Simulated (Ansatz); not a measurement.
Start from Pd in the fcc (Cu type) structure (space group Fm-3m, No. 225; a = 3.9426 Å).

Method: Ansatz (a quantum-chemistry and plane-wave program), PBE, PAW, cutoff 420 eV, no SOC, earlier PAW set.

For the base:

- Lattice parameter a = 3.943 Å

Perturbation: cell and atoms relaxed at a pressure of 10 GPa.

Task: How does this affect the lattice parameter a?

Result: The lattice parameter a falls by 0.0673 Å to 3.875 Å.

Load acts through the strain it causes; cell and atoms are relaxed under it. No phonon test of stability was made. No other phases were tried under pressure. All final runs are without spin polarisation.
